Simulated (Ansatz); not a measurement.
## Hf: pressure 0.7 GPa

Start from Hf in the hcp (Mg type) structure (space group P6_3/mmc, No. 194; a = 3.198 Å, c = 5.047 Å).

Perturbation: a hydrostatic pressure of 0.7 GPa.

Level of theory: plane-wave PAW DFT at the r2SCAN level (Ansatz, a program for electronic structure, 500 eV), no spin-orbit coupling. k-mesh 17×17×9 (Γ-centred); smearing 0.05 eV (Fermi–Dirac).

The volume per atom falls by 0.14 Å³, from 22.35 Å³ to 22.21 Å³ and the density increases by 0.08 g/cm³, from 13.26 g/cm³ to 13.34 g/cm³. The lattice parameter a falls by 0.007 Å (3.198 Å → 3.191 Å) and the c/a ratio is nearly the same (1.578 against 1.579). The shortest interatomic distance drops by 0.006 Å, from 3.127 Å to 3.121 Å and the enthalpy H = E + PV relative to the base's energy comes out as +0.10 eV/atom. The band gap remains zero.

Final structure:

```
CELL_PARAMETERS angstrom
      3.19114     0.00000     0.00000
     -1.59557     2.76361     0.00000
      0.00000     0.00000     5.03727
ATOMIC_POSITIONS crystal
  Hf 0.33333 0.66667 0.75000
  Hf 0.66667 0.33333 0.25000
```

Cost of the whole job for the changed cell (relaxation, final SCF and bands): roughly 80 core-seconds.

Load acts through the strain it causes; cell and atoms are relaxed under it. Whether these cells are dynamically stable was not tested. The final runs are not spin-polarised.
